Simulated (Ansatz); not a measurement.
System: BN (model structure, started from the cinnabar type, P6₂22, No. 180, 6 atoms in the cell). Method: PBEsol (Ansatz, an electronic-structure program, PAW).

Run with plane-wave cutoff 500 eV, 18×18×8 k mesh (along the axes of the cell as run), Fermi–Dirac smearing 0.05 eV, scalar-relativistic PAW data made under PBE.

Cell (relaxed at this level):

```cif
data_B3N3
_chemical_formula_sum 'B3 N3'
_space_group_name_H-M_alt 'P 1'
_space_group_IT_number 1
_cell_length_a 2.59528
_cell_length_b 2.59528
_cell_length_c 5.79737
_cell_angle_alpha 90.000
_cell_angle_beta 90.000
_cell_angle_gamma 120.000
loop_
_space_group_symop_operation_xyz
  'x, y, z'
loop_
_atom_site_label
_atom_site_type_symbol
_atom_site_fract_x
_atom_site_fract_y
_atom_site_fract_z
_atom_site_occupancy
B1 B 0.50000 0.00000 0.66667 1
B2 B 0.00000 0.50000 0.33333 1
B3 B 0.50000 0.50000 0.00000 1
N1 N 0.50000 0.00000 0.16667 1
N2 N 0.00000 0.50000 0.83333 1
N3 N 0.50000 0.50000 0.50000 1
```

Task: Predict the band gap.

Result: 
- band gap: 3.60 eV (on the SCF k mesh)

Note: the relaxation could raise the start's symmetry but not lower it, so the cell can be a saddle point.

A model structure was made by putting elements into a prototype or built by hand; it is no filed structure, need not be a known phase, and can be a saddle point held by its symmetry.
